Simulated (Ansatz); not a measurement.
## MgO (P6₃/mmc, No. 194, 4 atoms in the cell; start mp-1065577; a measured phase of this formula has another space group)

Method: PBEsol (plane waves, PAW; Ansatz, a first-principles code).

Run with plane-wave cutoff 520 eV, 12×12×8 k mesh (along the axes of the cell as run), Fermi–Dirac smearing 0.01 eV, scalar-relativistic PAW data made under PBE.

Cell (relaxed at this level):

MgO is taken in the hexagonal space group P6₃/mmc (No. 194), Pearson symbol hP4. Lattice parameters: a = 3.494 Å, b = 3.494 Å, c = 4.195 Å, α = 90.00°, β = 90.00°, γ = 120.00°. Mg on 2c has 5 O at 2.017–2.097 Å (trigonal bipyramidal). O on 2d has 5 Mg at 2.017–2.097 Å (trigonal bipyramidal). (Neighbours: up to the widest gap in distance over summed covalent radii, below 1.35, at either atom; cation-cation and far metal-metal contacts left out.)

```json
{
 "band_gap": "3.27 eV (direct)"
}
```

A start named mp-… is a Materials Project structure, which need not be a measured phase.
